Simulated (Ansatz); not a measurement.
## BN, pressure series

Base system: BN (space group P6_3/mmc, No. 194; a = 2.504 Å, c = 7.035 Å; layered, stacked along the Cartesian z axis).

Cell and atoms are relaxed at each pressure.

Method: DFT with PBEsol, PAW potentials and a 420 eV plane-wave cutoff in Ansatz (a quantum-chemistry and plane-wave program), without spin-orbit coupling.

Candidates:
(a) pressure 3 GPa
(b) pressure 0.7 GPa
(c) pressure 1.5 GPa

Base values:

c/a ratio: 2.809

Task: Order them by c/a ratio, highest first.

Result: (b) pressure 0.7 GPa (2.681), (c) pressure 1.5 GPa (2.598), (a) pressure 3 GPa (2.502)

Load acts through the strain it causes; cell and atoms are relaxed under it. No phonon test of stability was made. The base started in Pnma and relaxed to P6_3/mmc at this level. No dispersion term is included in the PBEsol runs.
